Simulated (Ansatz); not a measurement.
Start from KBr in the rock salt structure (space group Fm-3m, No. 225).

```cif
data_Br4K4
_chemical_formula_sum 'K4 Br4'
_space_group_name_H-M_alt 'Fm-3m'
_space_group_IT_number 225
_space_group_name_Hall '-F 4 2 3'
_cell_length_a 6.70547
_cell_length_b 6.70547
_cell_length_c 6.70547
_cell_angle_alpha 90.000
_cell_angle_beta 90.000
_cell_angle_gamma 90.000
loop_
_atom_site_label
_atom_site_type_symbol
_atom_site_symmetry_multiplicity
_atom_site_Wyckoff_symbol
_atom_site_fract_x
_atom_site_fract_y
_atom_site_fract_z
_atom_site_occupancy
K1 K 4 a 0.00000 0.00000 0.00000 1
Br1 Br 4 b 0.50000 0.50000 0.50000 1
```
(The calculation used a cell of 2 atoms; values per cell refer to that cell.)

The values are results of Kohn–Sham DFT with the PBE functional, run in Ansatz (a quantum-chemistry and plane-wave program) with PAW and 420 eV plane waves, no spin-orbit coupling, not measurements.

Base values:

```
Quantity                         Value
-----------------------------  -------
Band gap                       4.31 eV
Width of the top valence band  0.49 eV
```

One thing is altered: an isotropic linear strain of −2.00 %; the atoms relax in the strained cell.

Question: What happens to the band gap and width of the top valence band?

Answer: The band gap grows by 0.16 eV, from 4.31 eV to 4.47 eV; the width of the top valence band increases by 0.06 eV (0.49 eV → 0.55 eV).

No phonon test of stability was made.
